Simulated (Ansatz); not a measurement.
ZrGe₂ (model structure, started from the AlB2 type, P6/mmm, No. 191, 3 atoms in the cell) was calculated with PBEsol in Ansatz (PAW).

Run with plane-wave cutoff 520 eV, 18×18×12 k mesh (along the axes of the cell as run), Fermi–Dirac smearing 0.05 eV, scalar-relativistic PAW data made under PBE.

Cell (relaxed at this level):

ZrGe2 has the hexagonal space group P6/mmm (No. 191), Pearson symbol hP3. Cell: a = b = 4.321 Å, c = 3.439 Å, α = β = 90.00°, γ = 120.00°. Zr on 1a has 12 Ge at 3.030 Å. Ge on 2d has 3 Ge at 2.495 Å and 6 Zr at 3.030 Å. (Neighbours: up to the widest gap in distance over summed covalent radii, below 1.35, at either atom; cation-cation and far metal-metal contacts left out.)

### Question
Give the computed bulk modulus B0.

### Answer

- bulk modulus B0: 99.5 GPa

The run finds no gap.

Note: the bulk modulus is −V dP/dV from two relaxed cells at ±2 % in volume; the relaxation could raise the start's symmetry but not lower it, so the cell can be a saddle point.

Static lattice: no zero-point or thermal effects.

The result took about 6 core-minutes (a rough figure).

A model structure was made by putting elements into a prototype or built by hand; it is no filed structure, need not be a known phase, and can be a saddle point held by its symmetry.

Ansatz is an electronic-structure program.
